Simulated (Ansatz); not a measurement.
A hypothetical phase is included: elements placed on a structure type, which no database files for this compound.

The decay constant κ of evanescent states in the gap governs leakage through a thin film.

Data:

```
O2Si
1.0
    4.69791     0.00000     0.00000
    0.00000     8.31399     0.00000
    0.00000     0.00000     5.00959
Si O
8 16
Direct
  0.87295   0.87213   0.88846
  0.37295   0.62787   0.11154
  0.62705   0.12787   0.38846
  0.12705   0.37213   0.61154
  0.12705   0.12787   0.11154
  0.62705   0.37213   0.88846
  0.37295   0.87213   0.61154
  0.87295   0.62787   0.38846
  0.18048   0.98999   0.84914
  0.68048   0.51001   0.15086
  0.31952   0.01001   0.34914
  0.81952   0.48999   0.65086
  0.81952   0.01001   0.15086
  0.31952   0.48999   0.84914
  0.68048   0.98999   0.65086
  0.18048   0.51001   0.34914
  0.54361   0.76764   0.88787
  0.04361   0.73236   0.11213
  0.95639   0.23236   0.38787
  0.45639   0.26764   0.61213
  0.45639   0.23236   0.11213
  0.95639   0.26764   0.88787
  0.04361   0.76764   0.61213
  0.54361   0.73236   0.38787
```

Space group of this cell: Pbca. The cell was relaxed by PBE-D3(BJ); by r2SCAN its mean pressure is -4.6 GPa.

Transport runs along the normal of the first two printed cell vectors.

The gap is the functional's own, uncorrected, and κ follows it; spin-orbit coupling is left out. Mid-gap means the computed energy nearest the middle.

Problem. Compute, with r2SCAN in Ansatz (an electronic-structure program), the band gap and the smallest decay constant κ at mid-gap.

Solution. Gap 6.62 eV on a 6×4×6 mesh; κ = 0.416 1/Å, at the zone centre.
